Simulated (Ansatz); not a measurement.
Functionals compared on the (000-1) surface of wurtzite GaN, N-terminated, 2x2 N vacancy (bottom of the slab: 3 H on 4 bottom sites), in Ansatz (plane waves, PAW). The structure was relaxed with PBE; the other rows are single points on it. Cutoff 420 eV (500 eV for r2SCAN).

Model: 42-atom slab, 12.7 Å thick at the start with caps and adatoms (thin: gaps and levels are the slab's own), 4x4x1 mesh, Fermi-Dirac 0.025 eV, dipole correction, 8 atoms held, the rest relaxed; symmetry of the start imposed; no spin, no spin-orbit, no U. It is one candidate, not shown to be the stable structure of the face. These notes are the PBE run's.

```
functional  gap of the slab on its k-mesh (eV)  highest filled level below the top vacuum level (eV)  rough cost of the single point
----------  ----------------------------------  ----------------------------------------------------  ------------------------------
PBE                                       0.29                                                  6.66                               –
r2SCAN                                       …                                                     …        roughly 2.1 core-minutes
```

Task: What belongs in the gaps?

Result: 
- r2SCAN, gap of the slab on its k-mesh (eV): 0.41
- r2SCAN, highest filled level below the top vacuum level (eV): 6.93

Ansatz is an electronic-structure program.
